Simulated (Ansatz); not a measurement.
## Carrier properties of V2O5 (Pmmn)

Data:

```yaml
crystal:
  lattice:
    - [3.53728, 0.00000, 0.00000]
    - [0.00000, 11.51351, 0.00000]
    - [0.00000, 0.00000, 4.36598]
  atoms:
    - { symbol: V, position: [0.00000, 0.14858, 0.88758] }
    - { symbol: V, position: [0.00000, 0.85142, 0.88758] }
    - { symbol: V, position: [0.50000, 0.35142, 0.11242] }
    - { symbol: V, position: [0.50000, 0.64858, 0.11242] }
    - { symbol: O, position: [0.00000, 0.00000, 0.99351] }
    - { symbol: O, position: [0.50000, 0.50000, 0.00649] }
    - { symbol: O, position: [0.00000, 0.14628, 0.52615] }
    - { symbol: O, position: [0.00000, 0.85372, 0.52615] }
    - { symbol: O, position: [0.50000, 0.35372, 0.47385] }
    - { symbol: O, position: [0.50000, 0.64628, 0.47385] }
    - { symbol: O, position: [0.50000, 0.18156, 0.99379] }
    - { symbol: O, position: [0.50000, 0.81844, 0.99379] }
    - { symbol: O, position: [0.00000, 0.31844, 0.00621] }
    - { symbol: O, position: [0.00000, 0.68156, 0.00621] }
```

All values below come from PBEsol, rigid bands (plane waves, PAW, scalar-relativistic; Ansatz, a program for electronic structure). How the cell was made: cell and atoms relaxed with PBEsol.

band gap: 1.82 eV
electron conductivity mass (300 K, dilute): 1.76 (x), 3.2 (y), 7.3 (z) mₑ
hole conductivity mass (300 K, dilute): 6.0 (x), 19.8 (y), 1.44 (z) mₑ
effective density of states N_c (300 K): 1.5e20 cm⁻³
effective density of states N_v (300 K): 4.8e20 cm⁻³
density-of-states mass, electrons: 3.3 mₑ
density-of-states mass, holes: 7.1 mₑ
Seebeck coefficient, n-type 1e19 cm⁻³, 300 K: -441 μV/K
Seebeck coefficient, p-type 1e19 cm⁻³, 300 K: 548 μV/K

Rigid bands; masses and Seebeck coefficients take one relaxation time τ for all states and one kind of carrier; polarons and phonon drag are left out. Spin-orbit coupling is left out; where it splits the top of the valence band, N_v and the p-type Seebeck coefficient come out somewhat high without it.

Formula and space group known from diffraction (Crystallography Open Database), not checked to be the room-temperature form: V2O5 (Pmmn). Treated as nonmagnetic, magnetic states not searched for: V2O5 (Pmmn).
